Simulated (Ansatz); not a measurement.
**Convergence study of shifted k-point meshes for BaCuTeF (P4mm, 8 atoms in the cell)**

```
CELL_PARAMETERS angstrom
      4.42657     0.00000     0.00000
      0.00000     4.42657     0.00000
      0.00000     0.00000     9.47902
ATOMIC_POSITIONS crystal
  Ba 0.00000 0.50000 0.66410
  Ba 0.50000 0.00000 0.34117
  Cu 0.00000 0.00000 0.00000
  Cu 0.50000 0.50000 0.00000
  Te 0.50000 0.00000 0.84088
  Te 0.00000 0.50000 0.15912
  F  0.50000 0.50000 0.50000
  F  0.00000 0.00000 0.50000
```

Computed with PBEsol, default PAW files made with PBE (plane waves; Ansatz, a program for electronic structure).

Base settings: basis.ecutwfc = 30.9 Ry; kpoints.mp_grid.grid = 6 6 3; hamiltonian.xc = pbesol; hamiltonian.pseudopotentials = {kind: paw} (the program's default PAW files); scf.occupations.method = fermi_dirac; scf.occupations.width = 0.0007 Ry.

In this ladder: kpoints.mp_grid.shift = 0.5 0.5 0.5.

Shifted meshes do not hold Γ, so a gap read on them misses any band edge there.

Only quantities that move along the ladder and can be compared are tabulated.

The count of work is k-points × plane waves × bands × iterations; it is no time. Core times come from one kind of shared machine, to one figure; runs under 30 s give none.

The starting cell comes from a database of computed structures (which also holds hypothetical and non-ambient phases and stackings), without a prior relaxation at this level. Its lattice was rescaled by up to half a per cent. One atom was moved a little off its site on purpose. Spin-orbit coupling is off. Ansatz's pressure includes its estimate of the finite-basis (Pulay) stress.

Steps (kpoints.mp_grid.grid): 2 2 1; 3 3 1; 3 3 2; 4 4 2; 5 5 3; 6 6 3; 7 7 3; 7 7 4; 8 8 4; 9 9 4; 10 10 5; 11 11 5; 12 12 6; 13 13 6; 15 15 7; 16 16 8.

Problem. What is the coarsest kpoints.mp_grid.grid that holds the free energy within 0.5 meV/atom of the last step, with all finer ones?

Solution. 7 7 3, at 0.14 of the last step's count of work and about 0.1 of the last step's time; the step before is off by 0.58 meV/atom.

Problem. What is the coarsest kpoints.mp_grid.grid that holds the pressure within 0.05 GPa of the last step, with all finer ones?

Solution. 4 4 2, at 0.021 of the last step's count of work; the step before is off by 0.13 GPa.

```csv
kpoints.mp_grid.grid,free energy less the last step's (meV/atom),pressure (GPa),largest difference of a force vector from the last step's (eV/Å),gap on the mesh (eV),count of work / last,core time / last (rough)
2 2 1,-80.03,-3.34,0.346,3.219,0.0062,–
3 3 1,-17.04,-2.95,0.127,2.874,0.021,–
3 3 2,-20.73,-3.01,0.135,2.829,0.021,–
4 4 2,-5.80,-2.92,0.052,2.180,0.021,–
5 5 3,-1.76,-2.89,0.019,1.721,0.083,–
6 6 3,-0.58,-2.88,0.007,1.498,0.083,–
7 7 3,-0.21,-2.88,0.003,1.356,0.14,0.1
7 7 4,-0.21,-2.88,0.003,1.346,0.14,0.1
8 8 4,-0.08,-2.88,0.001,1.249,0.14,0.1
9 9 4,-0.02,-2.88,0.000,1.181,0.21,0.2
10 10 5,-0.01,-2.88,0.000,1.123,0.31,0.3
11 11 5,0.00,-2.88,0.000,1.086,0.44,0.4
12 12 6,0.00,-2.88,0.000,1.054,0.44,0.4
13 13 6,0.00,-2.88,0.000,1.032,0.58,0.5
15 15 7,0.00,-2.88,0.000,0.997,1.0,1
16 16 8,0.00,-2.88,0.000,0.984,1.0,1
```

Keys are those of Ansatz 0.2.
